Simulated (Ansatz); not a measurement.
## What Cs → Na does to Cs

Start from Cs in the fcc (Cu type) structure (space group Fm-3m, No. 225; a = 7.930 Å).

One thing is altered: full substitution Cs → Na; the structure is relaxed again.

Method: plane-wave PAW DFT at the r2SCAN level (Ansatz, a program for electronic structure, 500 eV), without spin-orbit coupling. Settings: 15×15×15 k-points, 0.05 eV Fermi–Dirac smearing, for the changed cell.

```yaml
volume_per_atom: 37.78 Å³ (base 124.65 Å³)
density: 1.01 g/cm³ (base 1.77 g/cm³)
space_group: Fm-3m (No. 225) (base Fm-3m (No. 225))
band_gap: zero (base zero)
```

Final structure:

```
CELL_PARAMETERS angstrom
      0.00000     2.66332     2.66332
      2.66332     0.00000     2.66332
      2.66332     2.66332     0.00000
ATOMIC_POSITIONS crystal
  Na 0.00000 0.00000 0.00000
```

No phonon test of stability was made. As relaxed here, Na is a hypothetical phase, not in the database extracts checked. All final runs are without spin polarisation. This is not the structure that Cs has at room temperature and ambient pressure.
